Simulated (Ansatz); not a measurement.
Formation energies of neutral defects against the elements (graphite for carbon, diatomic gases, S8), in bcc W (eV), each at one geometry relaxed with PBE and evaluated in Ansatz (a program for electronic structure) with PBE, r2SCAN. Cell and caveats: 54-site cell; 4×4×4 shifted k-points; no spin–orbit coupling; no Hubbard U; finite-size errors of tenths of an eV; the relaxation kept the symmetry of the starting site.

| defect | PBE | r2SCAN |
|---|---|---|
| Ti on the W site | -0.84 | -0.86 |
| Cu on the W site | 1.26 | 1.49 |
| Ta on the W site | -0.48 | -0.58 |
| Ru on the W site | 0.78 | 0.92 |
| Si on the W site | 0.34 | 0.46 |
| S on the W site | 2.24 | 2.62 |
| Cr on the W site | 0.37 | 0.73 |
| Al on the W site | -0.08 | -0.09 |
| Re on the W site | 0.18 | 0.15 |

PBE less r2SCAN: over the 9 rows with both numbers (drawn at random from the settled rows of this host; unsettled states are left out), mean -0.12 eV, median -0.12 eV, mean size 0.15 eV, from -0.38 to 0.11 eV.
